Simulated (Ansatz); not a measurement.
# A self-consistent single point of TaN (P3m1, 2 atoms in the cell) with Ansatz

Method: PBEsol, default PAW files made with PBE (plane waves; Ansatz, an electronic-structure program).

The input file:

Ansatz 0.2 input:
```yaml
crystal:
  lattice:
    - [2.94876000, 0.00000000, 0.00000000]
    - [-1.47438000, 2.55370100, 0.00000000]
    - [0.00000000, 0.00000000, 2.89885100]
  atoms:
    - { symbol: Ta, position_ang: [0.00000000, 0.00000000, 1.49942488] }
    - { symbol: N, position_ang: [1.47438147, 0.85123282, 0.00000000] }
basis:
  ecutwfc: 30.9 Ry
kpoints:
  mp_grid:
    grid: [13, 13, 11]
hamiltonian:
  xc: pbesol
  pseudopotentials:
    kind: paw
scf:
  occupations:
    method: fermi_dirac
    width: 0.0073 Ry
output:
  forces: true
  eigenvalues: true
  stress: true
```

The program printed (abridged):

```
WARN the atoms were moved onto the symmetric positions of the space group found under crystal.symmetry.tolerance 1.0e-5 (fractional …
WARN ansatz: RAYON_NUM_THREADS=1 ignored (pool sized by the plan → 1); use --threads N
Pseudopotentials: kind: paw
Pseudopotential: Ta, paw, valence charge 13
Pseudopotential: N, paw, valence charge 5
Crystal: 2 atoms, lattice volume = 21.829 Å³
Basis set: ecut = 420.4159175005146 eV, 405 PW (Γ), exchange–correlation on 40×40×40 points (8 copies of the dense FFT grid, shifted against one another)
Bands: 13, of which v1, the nominal top of the filled ones, is band 9 counted from 1 (8 counted from 0)
Symmetry: 6 space group operations
Space group: P3m1 (ITA 156), of the structure as read, at distance tolerance 2.8e-5 Å
k-points: 196 of 1859 (time reversal used)
PAW frozen core: Ta, regenerated for the run's functional, and the local potential with it
PAW frozen core: N, regenerated for the run's functional, and the local potential with it
Initial density: superposition of atomic densities (neutral atoms: chi_scale 0, normalization atom), corrected by the library's trained network
Initial wavefunctions: pseudopotential atomic-orbital guess
Eigensolver: davidson
Functional: x = pbesol(κ = 0.804, μ = 0.12345679012345678), c = pbesol(β = 0.046)
SCF iter   1: F=—  HF=-10187.623979 eV  |F-HF|=—  |Δ(HF+E_count)|=         —  Δρ=1.69e-2  dr2=5.91e-2  ethr=1.77e-3  ⟨swp⟩=5.6  Hψ=12731  notcnv=0
all-band conjugate gradients solve this SCF's bands
preconditioner: auto → none
SCF iter   2: F=—  HF=-10187.617354 eV  |F-HF|=—  |Δ(HF+E_count)|=   6.63e-3  Δρ=1.01e-2  dr2=2.48e-2  ethr=3.28e-4  ⟨swp⟩=1.0  Hψ=4116  notcnv=0
SCF iter   3: F=—  HF=-10187.612074 eV  |F-HF|=—  |Δ(HF+E_count)|=   5.28e-3  Δρ=1.04e-3  dr2=1.50e-4  ethr=1.38e-4  ⟨swp⟩=2.1  Hψ=3357  notcnv=0
SCF iter   4: F=—  HF=-10187.612003 eV  |F-HF|=—  |Δ(HF+E_count)|=   7.08e-5  Δρ=2.15e-4  dr2=6.75e-6  ethr=8.34e-7  ⟨swp⟩=2.1  Hψ=4069  notcnv=0
SCF iter   5: F=—  HF=-10187.612009 eV  |F-HF|=—  |Δ(HF+E_count)|=   5.99e-6  Δρ=2.34e-5  dr2=9.21e-8  ethr=3.75e-8  ⟨swp⟩=2.3  Hψ=3614  notcnv=0
SCF iter   6: F=-10187.612009 eV  HF=-10187.612009 eV  |F-HF|=6.13e-9  |Δ(HF+E_count)|=   1.89e-8  Δρ=6.79e-6  dr2=8.68e-9  ethr=5.12e-10  ⟨swp⟩=3.1  Hψ=10125  notcnv=0
SCF 1 converged in 6 iterations: F = -10187.612009 eV  dr2 = 8.68e-9
SCF converged after 6 iterations
Free energy (F): -10187.612009 eV
Harris-Foulkes:  -10187.612009 eV  (|F-HF|=6.13e-9)
Internal energy: -10187.609057 eV  (E = F + TS)
E sigma→0 (E₀):  -10187.610533 eV
Entropy (-TS):   -0.002953 eV (-1.476 meV/atom)
Fermi energy:    19.794136 eV
--- Per-component energies (eV) ---
  E_band       = -59.274648
  E_kinetic    = 497.931807
  E_local      = -613.861510  (includes V_loc(G=0)·N_el)
  E_nonlocal   = 62.321850
  E_hartree    = 205.183189
  E_xc         = -277.616193
  E_vxc        = -281.293432  (∫ρ·V_xc dr)
  E_paw        = -8395.173377  (= ΣΔE_a)
  E_vpaw       = -134.739413  (= ΣTr[D̂ρ^β])
  E_aug_tail   = 0.000211  (compensation charges beyond the density's cutoff)
  E_ewald      = -1666.636779
  E_core_change = 0.241745  (= ΣΔE_core)
  E_smearing   = -0.002953  (= −TS)
  E_closure    = 0.000000  (closes the sum)
  Σ components = -10187.612009   (vs F -10187.612009, Δ=0.00e0)
--- Forces (eV/Å), atoms counted from 1 ---
  atom   1  Ta     0.00000000     0.00000000    -0.65054670
  atom   2  N      0.00000000     0.00000000     0.65062972
  max |Σ_I F_I| component: 8.30e-5 eV/Å
--- Stress (GPa, compression-positive) ---
       -8.116530       0.000000      -0.000000
       -0.000000      -8.116530       0.000000
       -0.000000       0.000000      -9.754818
  P = ⅓ Tr σ = -8.6626 GPa (-86.626 kbar)
  The stress holds the Pulay correction. Without it, at fixed plane waves, as pw.x and ABINIT print it: P = -9.1204 GPa
--- Band table (eV; the first three rows and the last of 196) ---
  k-point 0: bands = ["-48.6222", "-14.9775", "-14.7150", "-14.7150", "2.1761", "15.2775", "15.2775", "15.5223", "16.9938", "21.9096", "23.2505", "23.2505", "23.7897"]
  k-point 1: bands = ["-48.6184", "-15.0528", "-14.7089", "-14.7089", "2.3425", "14.9448", "15.3441", "15.3441", "17.4622", "22.2132", "22.3453", "22.3453", "24.3986"]
  k-point 2: bands = ["-48.6083", "-15.2500", "-14.6926", "-14.6926", "2.8061", "13.7861", "15.5252", "15.5252", "18.4760", "21.2497", "21.2497", "22.9659", "24.6171"]
  k-point 195: bands = ["-48.4964", "-15.5642", "-15.3546", "-15.2011", "4.2249", "11.7556", "13.2628", "15.7943", "19.3378", "24.1115", "24.7071", "26.3083", "27.0523"]
```

The run converged in 6 iterations.

The starting cell comes from a database of computed structures (which also holds hypothetical and non-ambient phases and stackings), without a prior relaxation at this level. Its lattice was rescaled by up to half a per cent. One atom was moved a little off its site on purpose. Spin-orbit coupling is off. Spin polarisation is off. With a pressure of about -9 GPa the cell is away from its equilibrium volume at this level. Ansatz's pressure includes its estimate of the finite-basis (Pulay) stress.
